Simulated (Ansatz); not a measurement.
Si (diamond structure), Σ5 (310) [001] symmetric tilt. One Ge atom replaces one Si atom in a bicrystal of 48 atoms (one solute to 47 Å² of one boundary, a high coverage); atoms relaxed, cell held. Energies count from the site farthest from both boundaries, which lies only 5.2 Å away; negative means that the solute is drawn to the site. The cell is neutral, and spin is allowed where the electrons are odd. k-points: Γ-centred 3×4×1 mesh; occupations: Fermi-Dirac, 0.050 eV; spin polarisation not allowed. Scalar-relativistic, no spin-orbit coupling.

Sites tried, by distance from the nearest boundary plane (Å): 0.00, 0.85, 0.85, 1.81.

Problem. Does Ge segregate by PBE run with Ansatz (a first-principles code), and with what energy at each site?

Solution. 0.00 Å: -0.01 eV; 0.85 Å: -0.03 eV; 0.85 Å: -0.03 eV; 1.81 Å: 0.03 eV. No site tried binds it by more than 0.05 eV.
